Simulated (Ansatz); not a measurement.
Functionals compared on F on the 1x1 (10-10) surface of wurtzite ZnO (cut with top plane O + Zn), one in a 2x1 cell, started at the site 'top Zn #2', in Ansatz (plane waves, PAW). The structure was relaxed with PBE; the other rows are single points on it, each with its references at the same level. Cutoff 420 eV (500 eV for r2SCAN). The points keep PBE's geometry, so the relaxation of a polaron and the settling of charge on one site are left out.

Host crystal: wurtzite ZnO, with a band gap (PBE, scalar-relativistic without spin-orbit coupling).

Set-up: 33 atoms, 9.4 Å thick at the start under the adsorbate (thin: gaps and levels are the slab's own); mesh 3x4x1; 0.01 eV smearing; dipole correction on; 16 atoms held, the rest relaxed; start symmetry kept, larger cells not searched; spin-polarised, ending with about 0.5 μB a cell, a value that depends on the mesh; orders that need a larger cell were not tried, no spin-orbit, no U, no dispersion correction. The slab shows no gap over 0.04 eV on its mesh. At the end it is bonded to 2 Zn. In PBE it is, or lies within 0.03 eV of, the lowest of the starts that converged. These notes are the PBE run's. RPBE: The program's check for a lower electronic state was not made. r2SCAN: The program's check for a lower electronic state was not made. Adsorption energies are against ½ F2(g). A negative adsorption energy means that the adsorbate is more stable on the surface than in its reference.

| functional | adsorption energy (eV) | work function of the top face (eV) | rough cost of the single point |
|---|---|---|---|
| PBE | -1.54 | 7.31 | – |
| RPBE | ? | ? | roughly 4 core-minutes |
| r2SCAN | -1.64 | 7.57 | about 11 core-minutes (a rough figure) |

Q: What belongs in the gaps?

A: 
- RPBE, adsorption energy (eV): -1.48
- RPBE, work function of the top face (eV): 7.15

Ansatz is an electronic-structure program.
